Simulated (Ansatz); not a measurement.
# A series of runs on Sn3P4 (C2, 7 atoms in the cell)

```
CELL_PARAMETERS angstrom
      3.43838    -2.50018     0.00000
      3.43838     2.50018     0.00000
     -2.70321     0.00000    10.28363
ATOMIC_POSITIONS crystal
  Sn 0.04830 0.95170 0.00000
  Sn 0.21275 0.19917 0.62805
  Sn 0.80083 0.78725 0.37195
  P  0.03751 0.52245 0.14556
  P  0.47755 0.96249 0.85444
  P  0.40195 0.39439 0.31090
  P  0.60561 0.59805 0.68910
```

Base run A: PBEsol, default PAW files made with PBE (Ansatz, a first-principles code), self-consistent single point.

Its settings: kpoints.mp_grid.grid = 7 7 3; hamiltonian.xc = pbesol; hamiltonian.pseudopotentials = {kind: paw} (the program's default PAW files); scf.occupations.method = methfessel_paxton; scf.occupations.width = 0.2 eV.

The starting cell comes from a database of computed structures (which also holds hypothetical and non-ambient phases and stackings), without a prior relaxation at this level. Its lattice was rescaled by a random factor within 2.5 % of one. Ansatz's pressure includes its estimate of the finite-basis (Pulay) stress. The run gives no clean gap (levels at the Fermi energy touch, overlap or are partly filled at this smearing), which alone does not show that the compound is a metal.

ΔF is the free energy per atom less that of run A. 

| run | scf.occupations.width | ΔF (meV/atom) | pressure (GPa) | largest force (eV/Å) | TS (meV/atom) |
|---|---|---|---|---|---|
| A | 0.2 eV | 0.00 | 1.50 | 0.561 | 0.3 |
| B | 0.002 eV | 0.43 | 1.47 | 0.581 | 0.0 |
| C | 0.01 eV | 0.43 | 1.47 | 0.581 | 0.0 |
| D | 0.025 eV | 0.43 | 1.47 | 0.579 | 0.0 |
| E | 0.05 eV | 0.40 | 1.47 | 0.575 | 0.1 |
| F | 0.1 eV | 0.24 | 1.47 | 0.570 | 0.3 |
| G | 0.15 eV | 0.10 | 1.48 | 0.565 | 0.4 |
| H | 0.3 eV | -0.06 | 1.51 | 0.560 | -0.1 |
| I | 0.5 eV | 0.31 | 1.49 | 0.580 | -1.8 |
| J | 0.8 eV | 3.3 | 1.40 | 0.622 | -13.8 |

Run E against A: The free energy stays essentially unchanged (within 1 meV/atom), the pressure hardly changes (1.50 to 1.47 GPa) and the largest force goes from 0.561 to 0.575 eV/Å.

Run I against A: The free energy stays essentially unchanged (within 1 meV/atom), the pressure moves little (1.50 to 1.49 GPa) and the largest force goes from 0.561 to 0.580 eV/Å.

Keys are those of Ansatz 0.2.
